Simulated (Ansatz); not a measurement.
Ta2O5 (within 0.1 Å of Cmmm, No. 65, 7 atoms in the cell; start mp-1238961), treated with PBEsol (PAW; Ansatz, a program for electronic structure).

Run with plane-wave cutoff 520 eV, 10×10×6 k mesh (along the axes of the cell as run), Fermi–Dirac smearing 0.01 eV, scalar-relativistic PAW data made under PBE.

Cell (relaxed at this level):

```
CELL_PARAMETERS angstrom
      3.83935     0.00000    -0.02955
      0.00000     3.85998     0.00000
     -1.86819     0.00000     6.51876
ATOMIC_POSITIONS crystal
  Ta 0.64612 0.00000 0.79214
  Ta 0.35388 0.00000 0.20786
  O  0.64967 0.50000 0.79894
  O  0.35033 0.50000 0.20106
  O  0.18522 0.00000 0.87032
  O  0.81478 0.00000 0.12968
  O  0.50000 0.00000 0.50000
```

Question: Give the computed band gap and smallest direct gap on the k points sampled.

Answer: 
band gap: 2.16 eV
smallest direct gap on the k points sampled: 2.78 eV

Spin–orbit coupling is not included.

A start named mp-… is a Materials Project structure, which need not be a measured phase.
